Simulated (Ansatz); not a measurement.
Fluorite PbF2 (high-temperature phase) was calculated with LC-ωPBE (Ansatz, a first-principles code, PAW).

Run with plane-wave cutoff 520 eV, 6×6×6 k mesh, scalar-relativistic PAW data made under PBE.

Cell (relaxed at this level):

```
PbF2
1.0
    0.00000     2.97139     2.97139
    2.97139     0.00000     2.97139
    2.97139     2.97139     0.00000
Pb F
1 2
Cartesian
  0.00000   0.00000   0.00000
  1.48570   1.48570   1.48570
  4.45709   4.45709   4.45709
```

Q: Predict the elastic constant C44, polycrystal shear modulus (Hill average), elastic constant C12, Poisson ratio, Young modulus and elastic constant C11.

A: 
* **elastic constant C44**: 23.5 GPa
* **polycrystal shear modulus (Hill average)**: 25.6 GPa
* **elastic constant C12**: 53.4 GPa
* **Poisson ratio**: 0.343
* **Young modulus**: 68.7 GPa
* **elastic constant C11**: 112 GPa

Measured, for comparison: elastic constant C44 20.8 ± 0.01 GPa, elastic constant C11 96.1 ± 0.09 GPa (room temperature, no zero-point or thermal correction; as tabulated in Jamieson, Manghnani, Matsui, Ming, J. Geophys. Res. 91, 4643 (1986)). Computed (rounded) less measured: elastic constant C44 +13 %, elastic constant C11 +17 %.

Elastic constants are with the ions relaxed.

Spin–orbit coupling is not included; it can shift volumes and moduli of such heavy elements.
